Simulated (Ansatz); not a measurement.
What S → Si does to hypothetical fluorite ZrS2

Start from ZrS2 in the fluorite structure (space group Fm-3m, No. 225; a = 6.257 Å; a hypothetical phase, not in the database extracts checked).

It is then changed as follows: full substitution S → Si, then cell and atoms are relaxed.

All numbers come from r2SCAN (Ansatz, a program for electronic structure; PAW; 500 eV plane waves; no SOC), earlier PAW set. Settings: 13×13×13 k-points, 0.05 eV Fermi–Dirac smearing.

```json
[
 {"quantity": "volume per atom", "base": "20.41 Å³", "changed": "20.72 Å³", "shift": "+0.31 Å³"},
 {"quantity": "density", "base": "4.21 g/cm³", "changed": "3.94 g/cm³", "shift": "-0.276 g/cm³"},
 {"quantity": "lattice parameter a", "base": "6.257 Å", "changed": "6.288 Å", "shift": "+0.0315 Å"},
 {"quantity": "space group", "base": "Fm-3m (No. 225)", "changed": "Fm-3m (No. 225)", "shift": "–"},
 {"quantity": "band gap", "base": "0.13 eV", "changed": "zero", "shift": "–"}
]
```

Final structure:

```
ZrSi2
1.0
    0.00000     3.14413     3.14413
    3.14413     0.00000     3.14413
    3.14413     3.14413     0.00000
Zr Si
1 2
Direct
  0.00000   0.00000   0.00000
  0.25000   0.25000   0.25000
  0.75000   0.75000   0.75000
```

Stability against distortions was not tested. As relaxed here, ZrSi2 is a hypothetical phase, not in the database extracts checked. The final runs are not spin-polarised. ZrSi2 has a high density of states at the Fermi level and may be magnetic at this level. The zero or small gap of ZrS2 can change with the level of theory.
